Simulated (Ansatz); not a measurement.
Ti in the hcp (Mg type) structure (space group P6_3/mmc, No. 194)

```cif
data_Ti2
_chemical_formula_sum 'Ti2'
_space_group_name_H-M_alt 'P63/mmc'
_space_group_IT_number 194
_space_group_name_Hall '-P 6c 2c'
_cell_length_a 2.93885
_cell_length_b 2.93885
_cell_length_c 4.64996
_cell_angle_alpha 90.000
_cell_angle_beta 90.000
_cell_angle_gamma 120.000
loop_
_atom_site_label
_atom_site_type_symbol
_atom_site_symmetry_multiplicity
_atom_site_Wyckoff_symbol
_atom_site_fract_x
_atom_site_fract_y
_atom_site_fract_z
_atom_site_occupancy
Ti1 Ti 2 d 0.66667 0.33333 0.25000 1
```

The values are results of PBE in Ansatz (plane waves to 420 eV, PAW, no SOC), earlier PAW set, not measurements. Γ-centred 18×18×10 mesh, Fermi–Dirac width 0.05 eV.

```yaml
volume_per_atom: 17.39 Å³
density: 4.57 g/cm³
band_gap: zero
total_energy: -2499.669 eV/atom (σ→0; compares only within this code and set-up)
```

No phonon test of stability was made. All final runs are without spin polarisation.

Ansatz is a program for electronic structure.
